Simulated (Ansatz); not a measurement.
Take SiC in the wurtzite structure (space group P6_3mc, No. 186; a = 3.075 Å, c = 5.049 Å) as the base. Axes: x lies along a and z along c of the hexagonal cell.

All numbers come from Ansatz (a program for electronic structure), r2SCAN, PAW, cutoff 500 eV, no spin-orbit coupling, earlier PAW set.

Strains are applied to the cell and any free atomic positions relax; under biaxial strain the out-of-plane vector relaxes too.

One change was made to it. Results:

```csv
quantity,base,after
"valence-band top at Γ (three highest levels, from the VBM)","0.00, 0.00, -0.11 eV","0.00, -0.10, -0.22 eV"
band gap,2.65 eV,2.54 eV
```

Q: What was done to the base?
A. uniaxial strain ε_xx = −1.12 %
B. uniaxial strain ε_xx = −2.62 %
C. biaxial strain −2.84 %, plane normal [001], relaxed out of plane

A: A, uniaxial strain ε_xx = −1.12 %. For comparison, the band gap in the other runs: biaxial strain −2.84 %, plane normal [001], relaxed out of plane gives 2.27 eV; uniaxial strain ε_xx = −2.62 % gives 2.37 eV.

No phonon test of stability was made.
